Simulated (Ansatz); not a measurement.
Where the default PAW files enter, the runs use the earlier of Ansatz's two default sets.

The decay constant κ of evanescent states in the gap governs leakage through a thin film.

Here is the system:

```
MgF2
1.0
    3.04778     0.00000     0.00000
    0.00000     6.52688     0.00000
    0.00000     3.26344     3.26344
Mg F
2 4
Direct
  0.50000   0.50000   0.00000
  0.00000   0.00000   0.00000
  0.00000   0.30292   0.39416
  0.00000   0.69708   0.60584
  0.50000   0.19708   0.00000
  0.50000   0.80292   0.00000
```

Space group of this cell: P4_2/mnm, rutile. The cell is taken as given; by r2SCAN its mean pressure is 0.5 GPa.

Transport runs along the normal of the first two printed cell vectors, the (110) plane of the conventional cell.

The gap is the functional's own, uncorrected, and κ follows it; spin-orbit coupling is left out. Mid-gap values are interpolated between the computed energies.

**Question.** Estimate the band gap and the smallest decay constant κ at mid-gap that r2SCAN in Ansatz (a first-principles code) returns for this system.

**Answer.** Gap 8.09 eV on a 10×10×10 mesh; κ = 0.568 1/Å, at the zone centre.
